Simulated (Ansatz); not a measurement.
**Effect of uniaxial strain ε_zz = +2.81 % on SnS**

Take SnS in the GeS type structure (space group Pnma, No. 62; a = 10.9116 Å, b = 3.9534 Å, c = 4.1121 Å) as the base. Axes: x, y, z lie along a, b, c of the conventional cell.

The change: uniaxial strain ε_zz = +2.81 %, all other strain components held at zero; the atoms relax in the strained cell.

Method: plane-wave PAW DFT at the PBEsol-D3(BJ) level (Ansatz, a first-principles code, 420 eV), spin-orbit coupling left out. Γ-centred 3×8×8 mesh, Fermi–Dirac width 0.05 eV.

The volume per atom rises by 0.623 Å³, from 22.17 Å³ to 22.80 Å³ and the space group is still Pnma (No. 62). The shortest interatomic distance goes up by 1.31 pm to 262.5 pm and the energy grows by 3.0 meV/atom. The pressure (mean of the normal stresses, compression positive) goes from zero to -1.12 GPa and the band gap increases by 0.254 eV, from 0.30 eV to 0.56 eV (an upper bound: an edge found on the path is not a true extremum; the changed cell). The largest internal atomic displacement amounts to 0.074 Å and the stress (xx, yy, zz, yz, xz, xy; compression positive) amounts to (-0.76, -1.15, -1.45, 0.00, 0.00, 0.00) GPa.

Whether these cells are dynamically stable was not tested.
